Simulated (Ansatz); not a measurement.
Consider the following.

End structure of Cl on the 1x1 (111) surface of fcc Ir, one in a 2x1 cell, started at the site 'hollow Ir-Ir-Ir over Ir at depth 2.2 Å':

```
CELL_PARAMETERS angstrom
      5.47440     0.00000     0.00000
     -1.36860     2.37048     0.00000
      0.00000     0.00000    26.00000
ATOMIC_POSITIONS crystal
  Ir 0.16667 0.66667 0.37320
  Ir 0.66667 0.66667 0.37320
  Ir 0.33333 0.33333 0.45755
  Ir 0.83333 0.33333 0.45755
  Ir 0.00128 0.00128 0.54324
  Ir 0.49826 0.99826 0.54260
  Ir 0.17118 0.67118 0.62938
  Ir 0.66861 0.66861 0.62540
  Cl 0.16437 0.66437 0.71809
```

Model: 9-atom slab, 6.6 Å thick at the start under the adsorbate (thin: gaps and levels are the slab's own), 6x12x1 mesh, Fermi-Dirac 0.1 eV, dipole correction, 4 atoms held, the rest relaxed; start symmetry kept, larger cells not searched; no spin, no spin-orbit, no U, no dispersion correction. At the end it is bonded to Ir. In PBE it is, or lies within 0.03 eV of, the lowest of the starts that converged.

A negative adsorption energy means that the adsorbate is more stable on the surface than in its reference.

Question: What is the computed change of the step from the bottom to the top vacuum level, against the clean slab (PBE run with Ansatz, a program for electronic structure)?

Answer: 0.23 eV

Question: What adsorption energy against ½ Cl2(g) does PBE give?

Answer: -0.96 eV

Question: What change of the work function does PBE give?

Answer: 0.28 eV

Question: Predict the work function of the top face from PBE.

Answer: 5.77 eV
